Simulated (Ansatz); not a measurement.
The reference is Sr in the fcc (Cu type) structure (space group Fm-3m, No. 225; a = 6.0999 Å). Axes: x, y, z lie along the cube axes.

Level of theory: r2SCAN (Ansatz, a quantum-chemistry and plane-wave program; PAW; 500 eV plane waves; no spin-orbit coupling).

For the base:

* **Volume per atom**: 56.74 Å³

The change: uniaxial stress, 8 GPa compression along z; all other stress components relax to zero.

Predict the new energy relative to the base and volume per atom.

The energy increases by 0.252 eV/atom; the volume per atom drops by 8.48 Å³ (56.74 Å³ → 48.26 Å³).

Load acts through the strain it causes; cell and atoms are relaxed under it. Beyond what the load breaks, stability against distortions was not tested. Under uniaxial stress, 8 GPa compression along z the cell changed shape so far that it is another structure.
